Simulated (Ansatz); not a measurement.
Consider BN in the zinc blende structure (space group F-43m, No. 216; a = 3.606 Å).

The change: full substitution B → Al, then cell and atoms are relaxed.

Levels (all Ansatz, an electronic-structure program, PAW): PBEsol (420 eV, without spin-orbit coupling); r2SCAN (500 eV, spin-orbit coupling left out); HSE06 (420 eV, scalar-relativistic without spin-orbit coupling).

One geometry, relaxed with PBEsol, under each level:

```tsv
level	band gap	lowest conduction level above the VBM at special points	electron mass	pressure
PBEsol	3.19 eV	X 3.19 eV; Γ 4.06 eV; K 5.04 eV; U 5.04 eV	0.52 mₑ along k, 0.32 mₑ across (at X)	0.0 kbar
r2SCAN	3.94 eV	X 3.94 eV; Γ 4.79 eV; K 5.82 eV; U 5.82 eV	0.51 mₑ along k, 0.33 mₑ across (at X)	-11.3 kbar
HSE06	4.55 eV	X 4.55 eV; Γ 5.49 eV; K 6.48 eV	–	–
```

Single points use the geometry relaxed with PBEsol. Their cutoffs differ, which shifts pressures a little. HSE06 was sampled on its mesh, a few special points and the semilocal edge points, so its gap is an upper bound. Masses are band curvatures over ±0.01 Å⁻¹ around the edge. Along k means along the line from Γ to the band edge. Whether these cells are dynamically stable was not tested. This is not the structure that AlN has at room temperature and ambient pressure.
